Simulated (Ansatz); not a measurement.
Input:

```yaml
crystal:
  lattice:
    - [0.00000, 2.26820, 2.26820]
    - [2.26820, 0.00000, 2.26820]
    - [2.26820, 2.26820, 0.00000]
  atoms:
    - { symbol: P, position: [0.75000, 0.75000, 0.75000] }
    - { symbol: B, position: [0.00000, 0.00000, 0.00000] }
```

No spin polarisation.

Electron doping at 2.0×10^21 cm⁻³ (0.0467 per cell), with a uniform compensating background at fixed cell and a 300 K Fermi–Dirac width.

Method: r2SCAN (Ansatz, an electronic-structure program), no spin-orbit coupling, earlier PAW set. Γ-centred 29×29×29 mesh, Fermi–Dirac width 0.0259 eV.

Problem. Estimate the Fermi level relative to the doped band's edge (positive inside the band; to 0.05 eV).

Solution. +0.40 eV.

Problem. What gap between the host's bands does the calculation give?

Solution. 1.39 eV.

Problem. Predict the gap character.

Solution. Indirect, Γ → a point along ⟨100⟩, about 1.1 Å⁻¹ from Γ.

Carriers are added with a uniform compensating background; total energy and stress of such cells depend on the potential's zero and are not compared; many-body gap narrowing is missing at this level. No phonon test of stability was made. The cell was made from BP in the zinc blende structure (space group F-43m, No. 216) by this change: electrons 2.0×10^21 cm⁻³.
